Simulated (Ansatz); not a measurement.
## Rutile IrO2: cohesive energy by level of theory

No measured value is used here.

```csv
level (code),value (eV/atom),cell (Å³/atom)
LDA (Ansatz),6.81,10.28
PBE (Ansatz),5.32,10.87
PBEsol (Ansatz),5.94,10.51
HSE06 (Ansatz),4.75,10.45
PBE0 (Ansatz),4.72,10.45
```

Density-functional levels without +SOC have no spin–orbit coupling, which shifts binding energies of heavy elements. HSE06, PBE0: the run has no spin polarisation, so it can have missed a magnetic state. HSE06, PBE0: the free atom's electronic state is in doubt. Each level is taken at its own relaxed cell. Cutoffs and k meshes differ between the levels. Ansatz's density-functional and Hartree–Fock values are scalar-relativistic unless marked +SOC, with PAW data made under PBE.

Ansatz is an electronic-structure program.
